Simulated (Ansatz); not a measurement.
Base system: MgTe in the wurtzite structure (space group P6_3mc, No. 186; a = 4.509 Å, c = 7.338 Å).

All numbers come from LDA (Ansatz, a program for electronic structure; PAW; 420 eV plane waves; scalar-relativistic without spin-orbit coupling).

Base values:

- Pressure = 0.00 GPa

It is then changed as follows: an isotropic linear strain of +1.20 %; the atoms relax in the strained cell.

### Question
Estimate the effect on the energy relative to the base.

### Answer
The energy rises by 4.8 meV/atom.

### Question
Predict the new pressure.

### Answer
The pressure (mean of the normal stresses, compression positive) goes from zero to -1.28 GPa.

Stability against distortions was not tested.
